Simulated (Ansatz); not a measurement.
The reference is InP in the zinc blende structure (space group F-43m, No. 216; a = 5.827 Å).

Calculations: LDA (Ansatz, an electronic-structure program; PAW; 420 eV plane waves; scalar-relativistic without spin-orbit coupling).

One change was made to it. Results:

The valley order (the lowest conduction-band minima on the path, energy above the VBM, named in the base's zone) becomes X along ⟨100⟩ 1.07 eV; Γ 1.81 eV; L along ⟨111⟩ 1.88 eV (base: Γ 0.58 eV; L along ⟨111⟩ 1.35 eV; X along ⟨100⟩ 1.57 eV); the hole mass (degenerate bands, along [100]) changes from 0.046, 0.41, 0.41 mₑ (at Γ) to 0.12, 0.30, 0.30 mₑ (at Γ); the electron mass goes from 0.046 mₑ (at Γ) to 2.3 mₑ along k, 0.23 mₑ across (at X); the volume per atom shrinks by 5.34 Å³ to 19.39 Å³.

Question: Name the change that was made.
A. pressure 15 GPa
B. pressure 0.9 GPa
C. pressure 30 GPa

Answer: C, pressure 30 GPa. For comparison, the valley order in the other runs: pressure 0.9 GPa gives Γ 0.64 eV; L along ⟨111⟩ 1.38 eV; X along ⟨100⟩ 1.55 eV; pressure 15 GPa gives X along ⟨100⟩ 1.28 eV; Γ 1.36 eV; L along ⟨111⟩ 1.69 eV.

The levels and masses belong to the bands next to the band gap. Load acts through the strain it causes; cell and atoms are relaxed under it. Effective masses come from finite differences of ±0.01 Å⁻¹. Along k means along the line from Γ to the band edge. Stability against distortions was not tested. Measured, InP leaves this structure (for rock salt) near 9.8 GPa (temperature not stated; as listed in Datta, Sujoy, Jana, Debnarayan, arXiv (2020)).
